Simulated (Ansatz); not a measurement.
Here is the system:

End structure of a constructed model of the (0001) surface of hcp Ru, a layer of Pt in place of the second plane (bottom of the slab: a bare face, its two planes held):

```yaml
crystal:
  lattice:
    - [2.72140, 0.00000, 0.00000]
    - [-1.36070, 2.35680, 0.00000]
    - [0.00000, 0.00000, 27.00000]
  atoms:
    - { symbol: Ru, position: [0.66667, 0.33333, 0.30347] }
    - { symbol: Ru, position: [0.33333, 0.66667, 0.38297] }
    - { symbol: Ru, position: [0.66667, 0.33333, 0.46233] }
    - { symbol: Ru, position: [0.33333, 0.66667, 0.54015] }
    - { symbol: Pt, position: [0.66667, 0.33333, 0.62562] }
    - { symbol: Ru, position: [0.33333, 0.66667, 0.70820] }
```

Slab: 6 atoms, 10.6 Å thick at the start with caps and adatoms (thin: gaps and levels are the slab's own); k 16x16x1, smearing 0.1 eV, dipole-corrected; 2 atoms held, the rest relaxed; held to the start's symmetry, so lower structures may exist; no spin, no spin-orbit, no U. In PBE it lies 0.28 eV a 1x1 cell over the lowest computed structure of the same composition (a layer of Pt in place of the third plane).

Task: Give the work function of the top face at the level Ansatz (an electronic-structure program) with PBE.

Result: 5.31 eV
